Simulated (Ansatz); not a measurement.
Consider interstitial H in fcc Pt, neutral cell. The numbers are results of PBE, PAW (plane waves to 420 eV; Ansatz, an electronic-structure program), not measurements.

Settings: 32 host sites, the relaxed PBE lattice, a 3×3×3 k-point mesh shifted by half a step, smearing 0.10 eV, spin-restricted, no image-charge correction. No zero-point or tunnelling terms. Spin-orbit coupling is left out. Sites that were not tried may lie lower.

Barriers: single points on a 5×5×5 k-point mesh shifted by half a step at the bands' geometries.

Relaxed starting cell (atoms counted from 1):

```xyz
33
Lattice="7.9400 0.0000 0.0000 0.0000 7.9400 0.0000 0.0000 0.0000 7.9400" Properties=species:S:1:pos:R:3 pbc="T T T"
Pt    -0.0013     0.0037    -0.0029
Pt    -0.0135    -0.0085     3.9709
Pt    -0.0139     3.9773    -0.0153
Pt    -0.0071     3.9760     3.9695
Pt     3.9721    -0.0090    -0.0153
Pt     3.9707    -0.0019     3.9693
Pt     3.9707     3.9757    -0.0081
Pt     4.0198     4.0253     4.0189
Pt    -0.0070     1.9859     1.9795
Pt    -0.0134     1.9847     5.9637
Pt    -0.0139     5.9705     1.9783
Pt    -0.0015     5.9582     5.9516
Pt     4.0218     1.9348     1.9286
Pt     3.9707     1.9860     5.9572
Pt     3.9706     5.9635     1.9796
Pt     3.9718     5.9703     5.9640
Pt     1.9807    -0.0018     1.9795
Pt     1.9796    -0.0084     5.9638
Pt     1.9305     4.0260     1.9296
Pt     1.9808     3.9760     5.9575
Pt     5.9658    -0.0093     1.9782
Pt     5.9529     0.0036     5.9516
Pt     5.9585     3.9757     1.9796
Pt     5.9650     3.9771     5.9638
Pt     1.9808     1.9860    -0.0082
Pt     1.9317     1.9371     4.0187
Pt     1.9794     5.9705    -0.0151
Pt     1.9807     5.9637     3.9696
Pt     5.9658     1.9844    -0.0156
Pt     5.9586     1.9858     3.9694
Pt     5.9528     5.9579    -0.0028
Pt     5.9650     5.9702     3.9709
H      2.9778     2.9795     2.9696
```

End state 1 differs by these moves (Å; atoms that move under 0.08 Å are left out):

```
atom  element     Δx     Δy     Δz
----  -------  -----  -----  -----
33          H  -0.71  -0.71  -0.70
```

Question: Estimate the forward and backward barriers to end state 1 that PBE, PAW returns for this input.

Answer: forward 0.089 eV, backward 0.059 eV; at the saddle point atom 33 has neighbours 3 Pt at 1.74 Å. The saddle point's order was not checked, and it lies on a symmetry element of the cell, where a band can be held.
